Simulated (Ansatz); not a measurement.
**Effect of isotropic strain +2.38 % on Hf2Al4C5**

Take Hf₂Al₄C₅ (space group R-3m, No. 166; a = 3.311 Å, c = 40.677 Å (hexagonal axes); a cell from a computed database, its experimental status unchecked) as the base.

Now apply this change: every lattice vector is stretched by 2.38 %; the atoms relax in the strained cell.

Calculations: Ansatz (a first-principles code) PBEsol, spin-orbit coupling left out. Γ-centred 13×13×13 mesh, Fermi–Dirac width 0.05 eV.

```csv
quantity,base,changed,shift
volume per atom,11.70 Å³,12.56 Å³,+0.86 Å³
space group,R-3m (No. 166),R-3m (No. 166),–
shortest interatomic distance,193.9 pm,198.6 pm,+4.76 pm
energy relative to the base (free energy F),0 meV/atom,+34 meV/atom,+34 meV/atom
"pressure (mean of the normal stresses, compression positive)",0.0 GPa,-12.0 GPa,-12.0 GPa
band gap,zero,zero,–
```

Stability against distortions was not tested. All final runs are without spin polarisation.
